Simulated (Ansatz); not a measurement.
## TaSb2 (C2/m, No. 12, 6 atoms in the cell; start mp-11697)

Calculation: PBEsol in Ansatz (PAW).

Numerical settings: plane-wave cutoff 520 eV, 16×16×8 k mesh (along the axes of the cell as run), Fermi–Dirac smearing 0.05 eV, scalar-relativistic PAW data made under PBE.

Cell (relaxed at this level):

```xyz
6
Lattice="5.1123 -1.8164 0.0117 5.1123 1.8164 0.0117 -4.2083 0.0000 7.1336" Properties=species:S:1:pos:R:3 pbc="T T T"
Ta     5.2682     0.0000     5.8105
Ta     0.7480     0.0000     1.3465
Sb    -0.7362     0.0000     3.8161
Sb     6.7525     0.0000     3.3409
Sb     3.6646     0.0000     0.8206
Sb     2.3517     0.0000     6.3364
```

| Item | Result |
|---|---|
| band gap | none |
| bulk modulus | 112 GPa |

Note: the relaxation could not lower the start's symmetry, so the cell can be a saddle point above a distorted one; the bulk modulus is −V dP/dV from two relaxed cells at ±2 % in volume.

Spin–orbit coupling is not included; it can open a gap where bands touch, and shift volumes and moduli.

Computed values are for the static lattice.

The result took about 18 core-minutes (a rough figure).

A start named mp-… is a Materials Project structure, which need not be a measured phase.

Ansatz is a quantum-chemistry and plane-wave program.
